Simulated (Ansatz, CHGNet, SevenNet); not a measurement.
**How the c axis length of AlP (model structure, started from the NiAs type, P6₃/mmc, No. 194, 4 atoms in the cell) moves with the method**

No measured value is used here.

```csv
level (code),value (Å)
CHGNet 0.3.0,5.917
SevenNet-0,5.953
SevenNet-l3i5,5.973
LDA (Ansatz),5.686
PBE (Ansatz),(withheld)
PBEsol (Ansatz),(withheld)
PBE-D3(BJ) (Ansatz),5.688
```

Q: Fill in the missing entries.

A: 
- PBE (Ansatz, a first-principles code), value (Å): 5.757
- PBEsol (Ansatz), value (Å): 5.726

Ansatz's density-functional and Hartree–Fock values are scalar-relativistic unless marked +SOC, with PAW data made under PBE.

Machine-learned potentials (CHGNet 0.3.0, SevenNet-0, SevenNet-l3i5) are trained on DFT data: a solid inside that data is no test of them.

A model structure was made by putting elements into a prototype or built by hand; it is no filed structure, need not be a known phase, and can be a saddle point held by its symmetry.
